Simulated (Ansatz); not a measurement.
The parent structure is KZnF3 in the cubic perovskite structure (space group Pm-3m, No. 221).

```xyz
5
Lattice="4.1275 0.0000 0.0000 0.0000 4.1275 0.0000 0.0000 0.0000 4.1275" Properties=species:S:1:pos:R:3 pbc="T T T"
K      0.0000     0.0000     0.0000
Zn     2.0637     2.0637     2.0637
F      2.0637     0.0000     2.0637
F      0.0000     2.0637     2.0637
F      2.0637     2.0637     0.0000
```

Calculations: Ansatz (an electronic-structure program), PBE, PAW, cutoff 420 eV, no SOC.

Before the change:

Band gap: 3.71 eV

Modification: an isotropic linear strain of −1.80 %, atoms relaxed at fixed cell.

Question: What does the calculation give for the energy relative to the base after the change?

Answer: The energy goes up by 9.6 meV/atom.

Question: What happens to the band gap?

Answer: The band gap grows by 0.143 eV to 3.86 eV.

Stability against distortions was not tested. Many cubic perovskites are stable only at high temperature; tilts and polar distortions were not tested.
